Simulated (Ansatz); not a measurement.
An Ansatz (an electronic-structure program) input (HSE06 (Ansatz; PAW; 420 eV plane waves; without spin-orbit coupling)):

Ansatz 0.2 input:
```yaml
crystal:
  lattice:
    - [0, 0, -4.4987774546]
    - [-2.256291945, 3.1908786692, -2.2493887273]
    - [2.256291945, 3.1908786692, -2.2493887273]
  atoms:
    - { symbol: Sn, position: [0.5, 0.5, 0.5] }
    - { symbol: Te, position: [0, 0, 0] }
basis: { ecutwfc: 420, ecutrho_ratio: 4, xc_grid: 2, fft_grid_basis: typed }
kpoints: { mp_grid: { grid: [6, 6, 6] } }
hamiltonian:
  xc: hse06
  dispersion: none
  pseudopotentials: { kind: paw }
scf: { occupations: { method: fermi_dirac, width: 0.01 } }
output: { eigenvalues: true, eigenstates: { kpoints: [[0, 0, -0.5], [-0.5, -0.5, -0.5], [0, 0, 0], [-0.5, -0.25, -0.75]] } }
```

Q: Which symmetry and how many k-points will the program report, and about how many plane waves at Γ?

A: Space group Immm (ITA 71) with 8 operations, k-points 46 of 216, and 1243 plane waves at Γ.

Single points use the geometry relaxed with r2SCAN. The hybrid gap comes from the SCF mesh plus the semilocal run's edge points and a few special points and is an upper bound. The cells carry an imposed strain or load. Whether these cells are dynamically stable was not tested. The cell was made from SnTe in the rock salt structure (space group Fm-3m, No. 225) by this change: biaxial strain +0.19 %, plane normal [110], relaxed out of plane.
